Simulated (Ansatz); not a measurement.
The starting structures come from a database of crystals and need not be the phases stable at ambient conditions.

 Where the default PAW files enter, the runs use the earlier of Ansatz's two default sets.

By PBEsol, the system below comes out a metal.

A figure of merit of an interconnect metal is its ballistic conductance per area.

Data:

```
CELL_PARAMETERS angstrom
      2.95168     0.00000     0.00000
      0.00000     5.89819     0.00000
      1.47584     0.00000     2.47954
ATOMIC_POSITIONS crystal
  Nb 0.00000 0.50000 0.00000
  Nb 0.00000 0.00000 0.00000
  N  0.66667 0.75000 0.66667
  N  0.33333 0.25000 0.33333
```

Space group of this cell: Cmcm. The cell is strained (lengths along the current scaled by 0.97, ions clamped); by PBEsol its mean pressure is -5.4 GPa.

The current flows along the normal of the first two printed cell vectors. No spin-orbit coupling; the value is a mean over 0.1 eV about the Fermi level.

Task: Estimate the ballistic conductance per area that Ansatz (a first-principles code) with PBEsol returns for this system.

Result: 0.48 × 10¹⁵ S/m² for both spins.
